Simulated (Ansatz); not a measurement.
Base system: NbAs in the CsCl type structure (space group Pm-3m, No. 221; a = 3.181 Å; a hypothetical phase, not in the database extracts checked; relaxed with 0.1 eV smearing). Axes: x, y, z lie along the cube axes.

Method: Ansatz (an electronic-structure program) PBEsol, scalar-relativistic without spin-orbit coupling.

Before the change:

| Quantity | Result |
|---|---|
| Pressure | 0.0 GPa |

Now apply this change: strain tensor (xx, yy, zz, yz, xz, xy) = (+1.38, −0.11, −1.51, +0.96, −1.46, +1.64) %, atoms relaxed at fixed cell.

What does the calculation give for the pressure and energy relative to the base after the change?

The pressure (mean of the normal stresses, compression positive) goes from zero to 1.1 GPa; the energy rises by 20 meV/atom.

Whether these cells are dynamically stable was not tested. The final runs are not spin-polarised.
